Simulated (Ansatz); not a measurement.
SnTe, response to strain

Consider SnTe in the rock salt structure (space group Fm-3m, No. 225; a = 6.409 Å).

Strains are applied to the cell and any free atomic positions relax.

Level of theory: Ansatz (a program for electronic structure) PBE, no spin-orbit coupling, earlier PAW set.

Notes on the quantities. energy relative to the base: free energy F.

```tsv
isotropic strain (%)	energy relative to the base (meV/atom)
-1.05	4.3
0	0.0
0.17	0.1
1.05	?
5.85	105.4
```

### Question
Fit ΔE = Aε² + Bε³ (ε in %) to the rows shown and predict the withheld row.

### Answer
Least squares on the printed values gives A = 3.78 and B = -0.12 meV/atom (largest residual 0.0 meV/atom); this predicts 4.0 meV/atom, and the run gives 3.9 meV/atom, in agreement.

Stability against distortions was not tested. All final runs are without spin polarisation.
